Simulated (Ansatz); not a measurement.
Cost and result by functional for the adsorption energy of CH3 on the 1x1 (0001) surface of hcp Ti, one in a 2x2 cell, started at the site 'bridge Ti-Ti (span 2.9 Å)', in Ansatz (plane waves, PAW). Single points on the PBE structure, on one kind of machine; costs are rough ratios of the slab run's core time (references not counted) to the cheapest single point. r2SCAN's cost holds its higher cutoff (500 against 420 eV). Differences are taken against r2SCAN for comparison alone: no measured value is at hand, so the table doesn't rank accuracy.

Model: 20-atom slab, 6.8 Å thick at the start under the adsorbate (thin: gaps and levels are the slab's own), 6x6x1 mesh, Fermi-Dirac 0.1 eV, dipole correction, 8 atoms held, the rest relaxed; no symmetry held; no spin, no spin-orbit, no U, no dispersion correction. At the end it is bonded to 3 Ti. In PBE it is, or lies within 0.03 eV of, the lowest of the starts that converged. These notes are the PBE run's. Adsorption energies are against CH4(g) − ½ H2(g). A negative adsorption energy means that the adsorbate is more stable on the surface than in its reference.

| functional | relative cost | adsorption energy (eV) | less r2SCAN (eV) |
|---|---|---|---|
| RPBE | 1 | -0.05 | 0.51 |
| r2SCAN | 3 | -0.56 | 0.00 |
| PBE (the relaxed run's value) | – | -0.28 | 0.28 |

The values span 0.51 eV, while the single points' costs differ by a factor of roughly 3. Differences are of unrounded values.

Ansatz is a program for electronic structure.
